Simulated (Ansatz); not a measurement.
Base system: GaAs in the zinc blende structure (space group F-43m, No. 216; a = 5.666 Å). Axes: x, y, z lie along the cube axes.

The values are results of r2SCAN in Ansatz (plane waves to 500 eV, PAW, no spin-orbit coupling), earlier PAW set, not measurements.

Strains are applied to the cell and any free atomic positions relax; under biaxial strain the out-of-plane vector relaxes too.

One change was made to it. Results:

The energy grows by 1.0 meV/atom; the shortest interatomic distance falls by 0.009 Å, from 2.453 Å to 2.444 Å.

Task: Name the change that was made.
A) uniaxial strain ε_xx = −1.08 %
B) uniaxial strain ε_zz = +2.59 %
C) isotropic strain −0.91 %
D) biaxial strain +2.07 %, plane normal [110], relaxed out of plane

Result: A, uniaxial strain ε_xx = −1.08 %. For comparison, the energy relative to the base in the other runs: isotropic strain −0.91 % gives +4.0 meV/atom; biaxial strain +2.07 %, plane normal [110], relaxed out of plane gives +9.5 meV/atom; uniaxial strain ε_zz = +2.59 % gives +5.5 meV/atom.

A biaxial case was relaxed in a doubled cell and then solved in the primitive one. Stability against distortions was not tested.

Ansatz is a quantum-chemistry and plane-wave program.
